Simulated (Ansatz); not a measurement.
**A computed series for SnO: pressure series**

Take SnO in the litharge type structure (space group P4/nmm, No. 129; layered, stacked along the Cartesian z axis) as the base.

```
SnO
1.0
    3.83710     0.00000     0.00000
    0.00000     3.83710     0.00000
    0.00000     0.00000     4.75861
Sn O
2 2
Direct
  0.50000   0.00000   0.24344
  0.00000   0.50000   0.75656
  0.00000   0.00000   0.00000
  0.50000   0.50000   0.00000
```

Cell and atoms are relaxed at each pressure.

Level of theory: plane-wave PAW DFT at the PBE-D3(BJ) level (Ansatz, an electronic-structure program, 420 eV), scalar-relativistic without spin-orbit coupling.

Two rows of this table had their results exchanged by mistake.

```
pressure           volume per atom (Å³)  shortest distance (Å)  band gap
-----------------  --------------------  ---------------------  --------
pressure −1 GPa                   18.14                  2.248   0.21 eV
pressure 0.9 GPa                  17.09                  2.236      zero
pressure 2.1 GPa                  16.62                  2.229      zero
pressure 4.5 GPa                  15.89                  2.216      zero
pressure 9 GPa                    14.98                  2.197      zero
pressure 15 GPa                   12.83                  2.136      zero
pressure 22.5 GPa                 13.40                  2.154      zero
pressure 30 GPa                   14.16                  2.176      zero
```

### Question
Which two?

### Answer
The rows for pressure 15 GPa and pressure 30 GPa: the volume has to fall steadily with pressure, so 14.16 Å³ belongs to pressure 15 GPa and 12.83 Å³ to pressure 30 GPa.

Load acts through the strain it causes; cell and atoms are relaxed under it. Stability against distortions was not tested. No other phases were tried under pressure. All final runs are without spin polarisation. The zero or small gap of SnO can change with the level of theory.
